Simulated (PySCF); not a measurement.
PySCF 2.14.0, HF/def2-tzvp, df: Ga(OH)(PH2)2 ([OH][Ga]([PH2])[PH2]), 9 atoms. The geometry is a generated start, not checked to be a minimum at this level.

```
Item                           Value
-------------------  ---------------
task                          energy
method                            hf
basis                      def2-tzvp
two-electron scheme  density fitting
mol.max_memory               3000 MB
mf.max_cycle                     100
mf.init_guess        minao (default)
mf.DIIS              CDIIS (default)
mf.diis_space            8 (default)
mf.conv_tol          1e-09 (default)
basis functions                  183
```

```xyz
9

Ga     0.4699     0.0856     0.0554
O      2.0772    -0.3504    -0.3812
H      2.9121    -0.4296    -0.8301
P     -0.0721    -0.5936     2.2663
H     -1.0943    -1.4078     1.7552
H     -0.9618     0.4861     2.3810
P     -0.7184     1.2496    -1.6629
H     -1.9514     0.8655    -1.1237
H     -0.6611     0.0947    -2.4601
```

One run each on 2 threads, 1 BLAS thread. Values of level_shift (Hartree) tried: 0 (default), 0.1, 0.3, 1.

Q: Which value of level_shift (Hartree) needs the fewest Fock builds, and what happens away from it?

A: Fewest Fock builds, within one of each other: 0 (default) with 13, 0.1 with 14. The count rises to 27 at 1. All converge to one solution.

```json
[
 {"level_shift (Hartree)": "0 (default)", "Fock builds": "13", "end": "same solution"},
 {"level_shift (Hartree)": "0.1", "Fock builds": "14", "end": "same solution"},
 {"level_shift (Hartree)": "0.3", "Fock builds": "16", "end": "same solution"},
 {"level_shift (Hartree)": "1", "Fock builds": "27", "end": "same solution"}
]
```
